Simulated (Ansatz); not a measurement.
PbS, pressure series

The parent structure is PbS in the rock salt structure (space group Fm-3m, No. 225; a = 6.0090 Å).

Cell and atoms are relaxed at each pressure.

Calculations: Ansatz (a quantum-chemistry and plane-wave program), PBE, PAW, cutoff 420 eV, scalar-relativistic without spin-orbit coupling, earlier PAW set.

| change | band gap | shortest interatomic distance | density |
|---|---|---|---|
| base | 0.50 eV | 3.005 Å | 7.32 g/cm³ |
| pressure −2 GPa | 0.63 eV | 3.047 Å | 7.03 g/cm³ |
| pressure −1 GPa | 0.56 eV | 3.025 Å | 7.18 g/cm³ |
| pressure 3 GPa | 0.32 eV | 2.954 Å | 7.71 g/cm³ |
| pressure 50 GPa | zero | 2.624 Å | 10.99 g/cm³ |
| pressure 75 GPa | zero | 2.540 Å | 12.12 g/cm³ |
| pressure 100 GPa | zero | 2.479 Å | 13.05 g/cm³ |

The mesh was chosen for an insulator and is coarse for the gapless case. With Pb present, leaving out spin-orbit coupling can change the band edges. Load acts through the strain it causes; cell and atoms are relaxed under it. Stability against distortions was not tested. Competing high-pressure phases were not computed. The final runs are not spin-polarised. A zero or small gap of PbS under pressure 50 GPa can be the functional's error rather than a property of the material.
